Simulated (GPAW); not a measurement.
# Input and output of a self-consistent single point for NaCu₃O₄ (Cm, 8 atoms in the cell) (GPAW)

Level of theory: LDA (Perdew-Wang 92), GPAW PAW datasets LDA (gpaw-data 1.0.1) (plane waves; GPAW).

The input file:

```python
from ase import Atoms
from ase.units import GPa
from gpaw import GPAW

atoms = Atoms(['Na', 'Cu', 'Cu', 'Cu', 'O', 'O', 'O', 'O'],
              cell=[[5.368100, -2.702868, 0.000000],
                    [5.368100, 2.702868, 0.000000],
                    [-0.004178, 0.000000, 3.479835]],
              scaled_positions=[[0.006770, 0.006770, 0.504680],
                                [0.761170, 0.761170, 0.001220],
                                [0.245020, 0.245020, 0.008700],
                                [0.502570, 0.502570, 0.991140],
                                [0.129970, 0.615230, 0.008350],
                                [0.615230, 0.129970, 0.008350],
                                [0.391640, 0.875320, 0.997400],
                                [0.875320, 0.391640, 0.997400]],
              pbc=True)

calc = GPAW(mode={'name': 'pw', 'ecut': 950},
            xc='LDA',
            kpts={'size': (4, 4, 6), 'gamma': True},
            occupations={'name': 'methfessel-paxton', 'width': 0.136, 'order': 0},
            nbands=-16,
            convergence={'density': 1e-05},
            symmetry={'symmorphic': False, 'tolerance': 0.0005},
            maxiter=120,
            txt='-')

atoms.calc = calc

energy = atoms.get_potential_energy()
print('Energy (eV):', round(energy, 6))
forces = atoms.get_forces()
print('Forces (eV/Ang):')
print(forces.round(5))
stress = atoms.get_stress()
print('Stress (GPa, Voigt):', (stress / GPa).round(4))
```

The program printed (abridged):

```
Input parameters:
  convergence: {density: 1e-05}
  kpts: {gamma: True,
         size: (4, 4, 6)}
  maxiter: 120
  mode: {ecut: 950,
         name: pw}
  nbands: -16
  occupations: {name: methfessel-paxton,
                order: 0,
                width: 0.136}
  symmetry: {symmorphic: False,
             tolerance: 0.0005}

species:
  Na:
    name: Sodium
    Z: 11.0
    valence: 7
    core: 4
    charge: 0.0
    file: Na.LDA.gz

    # Using partial waves for Na as LCAO basis

  Cu:
    name: Copper
    Z: 29.0
    valence: 11
    core: 18
    charge: 0.0
    file: Cu.LDA.gz

    # Using partial waves for Cu as LCAO basis

  O:
    name: Oxygen
    Z: 8.0
    valence: 6
    core: 2
    charge: 0.0
    file: O.LDA.gz

    # Using partial waves for O as LCAO basis

Reference energy: -147363.631960  # eV

Spin-paired calculation

Convergence criteria:
 Maximum [total energy] change in last 3 cyles: 0.0005 eV / valence electron
 Maximum integral of absolute [dens]ity change: 1e-05 electrons / valence electron
 Maximum integral of absolute [eigenst]ate change: 4e-08 eV^2 / valence electron
 Maximum number of scf [iter]ations: 120

Symmetries present (total): 2
Symmetries with fractional translations: 0
96 k-points: 4 x 4 x 6 Monkhorst-Pack grid + [1/8,1/8,1/12]
34 k-points in the irreducible part of the Brillouin zone
       k-points in crystal coordinates                weights
   0:     0.00000000    0.00000000    0.00000000          1/96
   1:     0.00000000    0.00000000    0.16666667          2/96
   2:     0.00000000    0.00000000    0.33333333          2/96
   [... 7 lines left out ...]
          ...
  33:     0.50000000    0.50000000    0.50000000          1/96

Wave functions: Plane wave expansion
  Cutoff energy: 950.000 eV
  Number of coefficients (min, max): 6692, 6748
  Pulay-stress correction: 0.000000 eV/Ang^3 (de/decut=0.000000)

Occupation numbers: Methfessel-Paxton:
  width: 0.1360  # eV
  order: 0

Eigensolver

Densities:
  Coarse grid: 45*45*25 grid
  Fine grid: 90*90*50 grid
  Total Charge: 0.000000

Density mixing:
  Method: separate
  Backend: pulay
  Linear mixing parameter: 0.05
  old densities: 5
  Damping of long wavelength oscillations: 50

Hamiltonian:
  XC and Coulomb potentials evaluated on a 90*90*50 grid
  External potential:
    NoExternalPotential

Number of atoms: 8
Number of atomic orbitals: 50
Number of bands in calculation: 48
Number of valence electrons: 64
Bands to converge: occupied

Density initialized from atomic densities
  48 bands from LCAO basis set

Atomic positions and initial magnetic moments

Positions:
   0 Na     0.070576    0.000000    1.756203    ( 0.0000,  0.0000,  0.0000)
   1 Cu     8.172068    0.000000    0.004245    ( 0.0000,  0.0000,  0.0000)
   2 Cu     2.630547   -0.000000    0.030275    ( 0.0000,  0.0000,  0.0000)
   3 Cu     5.391551   -0.000000    3.449004    ( 0.0000,  0.0000,  0.0000)
   4 O      4.000273    1.311594    0.029057    ( 0.0000,  0.0000,  0.0000)
   5 O      4.000273   -1.311594    0.029057    ( 0.0000,  0.0000,  0.0000)
   6 O      6.797001    1.307323    3.470787    ( 0.0000,  0.0000,  0.0000)
   7 O      6.797001   -1.307323    3.470787    ( 0.0000,  0.0000,  0.0000)

Unit cell:
           periodic     x           y           z      points  spacing
  1. axis:    yes    5.368100   -2.702868    0.000000    45     0.1073
  2. axis:    yes    5.368100    2.702868    0.000000    45     0.1073
  3. axis:    yes   -0.004178    0.000000    3.479835    25     0.1392

  Lengths:   6.010157   6.010157   3.479838
  Angles:   90.061442  90.061442  53.451014

Effective grid spacing dv^(1/3) = 0.1259

     iter     time        total  log10-change:
                         energy   eigst   dens
iter:   1 --:--:--   -58.977994
iter:   2 --:--:--   -53.190816   -1.12  -1.13
iter:   3 --:--:--   -45.793161   -0.37  -1.19
iter:   4 --:--:--   -45.463202   -1.99  -1.43
iter:   5 --:--:--   -47.067993   -1.32  -1.45
iter:   6 --:--:--   -45.161954   -1.62  -1.49
iter:   7 --:--:--   -45.022546   -2.09  -1.87
iter:   8 --:--:--   -45.034526   -3.02  -1.94
iter:   9 --:--:--   -44.950734   -2.90  -2.07
iter:  10 --:--:--   -44.912642   -3.05  -2.29
iter:  11 --:--:--   -44.894677   -2.83  -2.52
iter:  12 --:--:--   -44.893552c  -4.39  -2.83
iter:  13 --:--:--   -44.892640c  -5.26  -2.88
iter:  14 --:--:--   -44.890069c  -4.24  -2.95
iter:  15 --:--:--   -44.889887c  -5.19  -3.49
iter:  16 --:--:--   -44.889869c  -6.24  -3.61
iter:  17 --:--:--   -44.889848c  -6.38  -3.65
iter:  18 --:--:--   -44.889847c  -6.43  -3.73
iter:  19 --:--:--   -44.889839c  -6.37  -3.84
iter:  20 --:--:--   -44.889815c  -6.73  -4.13
iter:  21 --:--:--   -44.889808c  -7.23  -4.47
iter:  22 --:--:--   -44.889809c  -8.54c -4.71
iter:  23 --:--:--   -44.889808c  -8.24c -4.75
iter:  24 --:--:--   -44.889809c  -8.29c -4.85
iter:  25 --:--:--   -44.889810c  -8.74c -4.93
iter:  26 --:--:--   -44.889810c  -8.82c -5.02c

Converged after 26 iterations.

Dipole moment: (-0.063546, 0.000000, -1.370992) |e|*Ang

Energy contributions relative to reference atoms: (reference = -147363.631960)

Kinetic:         -9.367629
Potential:       -1.956231
External:        +0.000000
XC:             -34.693167
Entropy (-ST):   -0.030406
Local:           +1.142420
SIC:             +0.000000
--------------------------
Free energy:    -44.905013
Extrapolated:   -44.889810

Showing only first 2 kpts
 Kpt  Band  Eigenvalues  Occupancy
  0    30      2.43750    1.99876
  0    31      2.68118    1.51261
  0    32      3.00517    0.00748
  0    33      4.56454    0.00000

  1    30      2.33909    1.99998
  1    31      2.59296    1.89300
  1    32      3.02050    0.00460
  1    33      4.57082    0.00000

Fermi level: 2.74796

No gap
No difference between direct/indirect transitions
Energy (eV): -44.88981

Forces in eV/Ang:
  0 Na   -0.05845    0.00000   -0.02427
  1 Cu   -0.50639    0.00000   -0.07757
  2 Cu    0.53328    0.00000   -0.08020
  3 Cu    0.04317    0.00000    0.11179
  4 O    -0.03007   -0.67080    0.03215
  5 O    -0.03007    0.67080    0.03215
  6 O     0.02424   -0.61916    0.00299
  7 O     0.02424    0.61916    0.00299

Stress tensor:
     0.045418     0.000000     0.000513
     0.000000     0.047083     0.000000
     0.000513     0.000000     0.017513
Stress (GPa, Voigt): [7.2768 7.5436 2.8059 0.     0.0821 0.    ]
```

The run converged in 26 iterations. GPAW prints stress with tension positive.

At such cutoffs GPAW's stress carries a finite-basis (Pulay) error, which enters relaxed cells too; its log prints stress with tension positive.

The starting cell comes from a database of computed structures (which also holds hypothetical and non-ambient phases and stackings), without a prior relaxation at this level. Its lattice was rescaled by a random factor within 2.5 % of one. Spin polarisation is off, so a magnetic state, if there is one, cannot be reached. The run gives no clean gap (levels at the Fermi energy touch, overlap or are partly filled at this smearing), which alone does not show that the compound is a metal.

Cost on one core of a shared machine: roughly 3 min.
